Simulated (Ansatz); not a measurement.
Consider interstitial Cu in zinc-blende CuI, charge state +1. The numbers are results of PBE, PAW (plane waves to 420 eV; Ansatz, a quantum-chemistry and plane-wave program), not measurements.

64-site cell at the relaxed PBE lattice, one k-point at (0.250, 0.250, 0.250), smearing 0.01 eV, spin-restricted, no finite-size correction. Static, classical nuclei. Spin-orbit coupling is left out. The charge state is imposed; whether it is stable for some Fermi level was not computed. Sites that were not tried may lie lower.

Barriers: single points on a 2×2×2 k-point mesh shifted by half a step at the bands' geometries.

Relaxed starting cell (atoms counted from 1):

```yaml
crystal:
  lattice:
    - [12.16000, 0.00000, 0.00000]
    - [0.00000, 12.16000, 0.00000]
    - [0.00000, 0.00000, 12.16000]
  atoms:
    - { symbol: Cu, position: [0.00196, 0.00186, 0.00174] }
    - { symbol: Cu, position: [0.00038, 0.00025, 0.49978] }
    - { symbol: Cu, position: [0.00027, 0.49985, 0.00005] }
    - { symbol: Cu, position: [0.00339, 0.49828, 0.49818] }
    - { symbol: Cu, position: [0.49999, 0.00024, 0.00016] }
    - { symbol: Cu, position: [0.49842, 0.00319, 0.49821] }
    - { symbol: Cu, position: [0.49839, 0.49827, 0.00317] }
    - { symbol: Cu, position: [0.50230, 0.50210, 0.50209] }
    - { symbol: I, position: [0.12613, 0.12603, 0.37624] }
    - { symbol: I, position: [0.12643, 0.12644, 0.87598] }
    - { symbol: I, position: [0.12642, 0.62626, 0.37567] }
    - { symbol: I, position: [0.12648, 0.62637, 0.87687] }
    - { symbol: I, position: [0.62636, 0.12626, 0.37571] }
    - { symbol: I, position: [0.62648, 0.12633, 0.87687] }
    - { symbol: I, position: [0.62604, 0.62590, 0.37260] }
    - { symbol: I, position: [0.62682, 0.62681, 0.88001] }
    - { symbol: Cu, position: [0.00174, 0.24993, 0.24981] }
    - { symbol: Cu, position: [0.00066, 0.25115, 0.75135] }
    - { symbol: Cu, position: [0.00078, 0.75143, 0.25096] }
    - { symbol: Cu, position: [0.00370, 0.75358, 0.75348] }
    - { symbol: Cu, position: [0.50021, 0.25048, 0.25041] }
    - { symbol: Cu, position: [0.49806, 0.24800, 0.75359] }
    - { symbol: Cu, position: [0.49805, 0.75369, 0.24793] }
    - { symbol: Cu, position: [0.50424, 0.74754, 0.74752] }
    - { symbol: I, position: [0.12607, 0.37636, 0.12585] }
    - { symbol: I, position: [0.12641, 0.37577, 0.62615] }
    - { symbol: I, position: [0.12649, 0.87612, 0.12628] }
    - { symbol: I, position: [0.12648, 0.87699, 0.62626] }
    - { symbol: I, position: [0.62635, 0.37579, 0.12621] }
    - { symbol: I, position: [0.62599, 0.37264, 0.62578] }
    - { symbol: I, position: [0.62648, 0.87698, 0.12627] }
    - { symbol: I, position: [0.62691, 0.87994, 0.62668] }
    - { symbol: Cu, position: [0.25004, 0.00162, 0.24983] }
    - { symbol: Cu, position: [0.25111, 0.00074, 0.75131] }
    - { symbol: Cu, position: [0.25057, 0.50008, 0.25037] }
    - { symbol: Cu, position: [0.24812, 0.49789, 0.75364] }
    - { symbol: Cu, position: [0.75154, 0.00074, 0.25088] }
    - { symbol: Cu, position: [0.75374, 0.00355, 0.75353] }
    - { symbol: Cu, position: [0.75387, 0.49790, 0.24791] }
    - { symbol: Cu, position: [0.74721, 0.50458, 0.74700] }
    - { symbol: I, position: [0.37644, 0.12601, 0.12590] }
    - { symbol: I, position: [0.37591, 0.12628, 0.62613] }
    - { symbol: I, position: [0.37589, 0.62623, 0.12621] }
    - { symbol: I, position: [0.37282, 0.62591, 0.62585] }
    - { symbol: I, position: [0.87622, 0.12645, 0.12621] }
    - { symbol: I, position: [0.87707, 0.12633, 0.62627] }
    - { symbol: I, position: [0.87710, 0.62637, 0.12626] }
    - { symbol: I, position: [0.88022, 0.62680, 0.62660] }
    - { symbol: Cu, position: [0.25002, 0.24993, 0.00151] }
    - { symbol: Cu, position: [0.25063, 0.25052, 0.49999] }
    - { symbol: Cu, position: [0.25115, 0.75140, 0.00059] }
    - { symbol: Cu, position: [0.24814, 0.75370, 0.49783] }
    - { symbol: Cu, position: [0.75155, 0.25116, 0.00046] }
    - { symbol: Cu, position: [0.75381, 0.24801, 0.49784] }
    - { symbol: Cu, position: [0.75370, 0.75358, 0.00349] }
    - { symbol: Cu, position: [0.74771, 0.74750, 0.50403] }
    - { symbol: I, position: [0.37701, 0.37693, 0.37677] }
    - { symbol: I, position: [0.37600, 0.37586, 0.87667] }
    - { symbol: I, position: [0.37599, 0.87675, 0.37578] }
    - { symbol: I, position: [0.37788, 0.87462, 0.87449] }
    - { symbol: I, position: [0.87690, 0.37586, 0.37579] }
    - { symbol: I, position: [0.87450, 0.37803, 0.87430] }
    - { symbol: I, position: [0.87468, 0.87466, 0.37770] }
    - { symbol: I, position: [0.87727, 0.87709, 0.87705] }
    - { symbol: Cu, position: [0.62373, 0.62462, 0.62355] }
```
Cell charge +1.

End state 1 differs by these moves (Å; atoms that move under 0.08 Å are left out):

```json
[
 {"atom": "20", "element": "Cu", "Δx": "-0.01", "Δy": "-0.06", "Δz": "-0.06"},
 {"atom": "22", "element": "Cu", "Δx": "0.00", "Δy": "0.06", "Δz": "-0.07"},
 {"atom": "23", "element": "Cu", "Δx": "0.00", "Δy": "-0.07", "Δz": "0.06"},
 {"atom": "24", "element": "Cu", "Δx": "0.00", "Δy": "0.07", "Δz": "0.07"},
 {"atom": "38", "element": "Cu", "Δx": "-0.07", "Δy": "-0.08", "Δz": "0.00"},
 {"atom": "40", "element": "Cu", "Δx": "0.08", "Δy": "-0.08", "Δz": "0.01"},
 {"atom": "55", "element": "Cu", "Δx": "-0.08", "Δy": "0.01", "Δz": "-0.08"},
 {"atom": "56", "element": "Cu", "Δx": "0.07", "Δy": "0.01", "Δz": "-0.07"},
 {"atom": "65", "element": "Cu", "Δx": "0.00", "Δy": "3.07", "Δz": "3.08"}
]
```

Task: Predict the forward and backward barriers to end state 1 from PBE, PAW.

Result: forward 0.22 eV, backward 0.22 eV; at the saddle point atom 65 has neighbours Cu at 2.72, 2 Cu at 2.92, 2 Cu at 2.97, Cu at 3.32; 2 I at 2.67, I at 2.79, I at 2.85 Å. The saddle point's order was not checked, and it lies on a symmetry element of the cell, where a band can be held.
